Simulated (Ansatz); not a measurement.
Start from FeNi3 in the Cu3Au type structure (space group Pm-3m, No. 221; a = 3.514 Å; ferromagnetic; relaxed with 0.1 eV smearing). Axes: x, y, z lie along the cube axes.

Method: Ansatz (a first-principles code), r2SCAN, PAW, cutoff 500 eV, scalar-relativistic without spin-orbit coupling.

One thing is altered: uniaxial strain ε_yy = −1.01 %, all other strain components held at zero, atoms relaxed at fixed cell.

Task: Predict the stress tensor and what it implies for the stiffness.

Result: Stress of the strained cell less that of the base (GPa, compression positive):
```
    1.8     0.0     0.0
    0.0     3.1     0.0
    0.0     0.0     1.8
```

Then −Δσ_ii/ε with ε = -0.0101 gives relaxed-ion elastic constants: C22 ≈ 306 GPa, C12 ≈ 174 GPa and C23 ≈ 174 GPa.

The magnetic state is the one reached from the starting moments; the real material's order can differ, and small cells can't hold many antiferromagnetic ones. No phonon test of stability was made.
